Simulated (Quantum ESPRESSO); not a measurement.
A self-consistent single point of BaNi2P4 (Immm, 7 atoms in the cell) with Quantum ESPRESSO.

Method of the run: PBEsol, PSlibrary PAW (PBE) pseudopotentials (plane waves; Quantum ESPRESSO 7.5).

```
Ba(NiP2)2
1.0
    2.91785     3.19687     3.30496
   -2.91785     3.19687     3.30496
   -2.91785    -3.19687     3.30496
Ba Ni P
1 2 4
Direct
  0.00000   0.00000   0.00000
  0.76982   0.73018   0.50000
  0.23018   0.26982   0.50000
  0.50000   0.75079   0.74921
  0.50000   0.24921   0.25079
  0.73866   0.50000   0.23866
  0.26134   0.50000   0.76134
```

Reference input (self-consistent single point, DFT, PBEsol, plane waves, PSlibrary PAW (PBE) pseudopotentials): ecutwfc = 50 Ry; ecutrho = 300 Ry; occupations = smearing; smearing = fermi-dirac; degauss = 0.0099958 Ry; input_dft = pbesol; K_POINTS = automatic 4 4 4 0 0 0; conv_thr = 1e-10 Ry; mixing_beta = 0.7. This run's input differs from it in these lines:

```diff
@@ -19,3 +19,3 @@
    smearing = 'fermi-dirac'
-   degauss = 0.0099958
+   degauss = 0.0147
    input_dft = 'pbesol'
```

Output (repeated stretches shortened):

```
     Self-consistent Calculation

     iteration #  1     ecut=    50.00 Ry     beta= 0.70

     total energy              =   -1013.14851025 Ry
     estimated scf accuracy    <       1.17734184 Ry

     iteration #  2     ecut=    50.00 Ry     beta= 0.70

     total energy              =   -1008.59148226 Ry
     estimated scf accuracy    <      79.18124221 Ry

     iteration #  3     ecut=    50.00 Ry     beta= 0.70

     total energy              =   -1014.04096126 Ry
     estimated scf accuracy    <       0.09390463 Ry

   [... 10 blocks of this kind left out ...]

     iteration # 14     ecut=    50.00 Ry     beta= 0.70

     total energy              =   -1014.05495578 Ry
     estimated scf accuracy    <          4.5E-10 Ry

     iteration # 15     ecut=    50.00 Ry     beta= 0.70
     End of self-consistent calculation

     the Fermi energy is    10.4019 ev

!    total energy              =   -1014.05495578 Ry
     estimated scf accuracy    <          2.7E-11 Ry
     smearing contrib. (-TS)   =      -0.02278888 Ry
     internal energy E=F+TS    =   -1014.03216690 Ry

     convergence has been achieved in  15 iterations

     Forces acting on atoms (cartesian axes, Ry/au):

     atom    1 type  1   force =    -0.00000000    0.00000000    0.00000000
     atom    2 type  2   force =    -0.00555633    0.00000000   -0.00000000
     atom    3 type  2   force =     0.00555633    0.00000000   -0.00000000
     atom    4 type  3   force =     0.00000000    0.00656615   -0.00000000
     atom    5 type  3   force =     0.00000000   -0.00656615    0.00000000
   [... lines left out ...]

     Total force =     0.012333     Total SCF correction =     0.000007

          total   stress  (Ry/bohr**3)                   (kbar)     P=      -22.96
  -0.00019060  -0.00000000   0.00000000          -28.04       -0.00        0.00
  -0.00000000  -0.00012552  -0.00000000           -0.00      -18.46       -0.00
  -0.00000000  -0.00000000  -0.00015208           -0.00       -0.00      -22.37

   JOB DONE.
```

The run converged in 15 iterations. Against the reference run the free energy drops by 11.2 meV/atom, the pressure goes from -2.47 to -2.30 GPa and the largest force goes from 0.193 to 0.169 eV/Å. The full log also holds: “c_bands:  1 eigenvalues not converged”.

The starting cell comes from a database of computed structures (which also holds hypothetical and non-ambient phases and stackings), without a prior relaxation at this level. Spin polarisation is off, so a magnetic state, if there is one, cannot be reached.

Cost on one core of a shared machine: roughly 4 min.
